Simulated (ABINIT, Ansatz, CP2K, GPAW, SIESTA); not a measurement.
## Code comparison for KBr (Fm-3m, 2 atoms in the cell)

Band-structure calculation.

```
CELL_PARAMETERS angstrom
      0.00000     3.30000     3.30000
      3.30000     0.00000     3.30000
      3.30000     3.30000     0.00000
ATOMIC_POSITIONS crystal
  K  0.00000 0.00000 0.00000
  Br 0.50000 0.50000 0.50000
```

Shared settings, as Ansatz (a first-principles code) writes them: kpoints.mp_grid.grid = 6 6 6; scf.occupations.method = fermi_dirac; scf.occupations.width = 0.05 eV. Potentials and cutoffs stand in the table.

```
code                                                                                                                      model  gap along the path (eV)  smallest direct gap (eV)       cutoff
------  -----------------------------------------------------------------------------------------------------------------------  -----------------------  ------------------------  -----------
SIESTA  GGA PBE, numerical atomic orbitals DZP, PseudoDojo PBE standard norm-conserving potentials (rewritten from UPF to PSML)                     4.38                      4.38  grid 350 Ry
Ansatz                                                                                                   PBE, default PAW files                     4.44                      4.44       420 eV
ABINIT                                                                                              PBE, PAW (JTH v2.0 PBE PAW)                     4.43                      4.43        21 Ha
GPAW                                                                               PBE, GPAW PAW datasets PBE (gpaw-data 1.0.1)                     4.44                      4.44       550 eV
CP2K                                                    PBE, GPW, DZVP-MOLOPT-SR-GTH basis, GTH-PBE potentials (GTH_POTENTIALS)                     4.52                      4.52  grid 500 Ry
```

The spread over the programs that give each value: gap along the path within 0.14 eV; smallest direct gap within 0.14 eV.

SIESTA and CP2K use small atom-centred bases, whose incompleteness enters pressures, forces and empty levels differently from a plane-wave cutoff.

The starting cell has typed, rounded lattice constants, without a prior relaxation at this level.

Left out of this page: Quantum ESPRESSO, Elk and FLEUR (not drawn, or without a comparable value).

Keys are those of Ansatz 0.2.
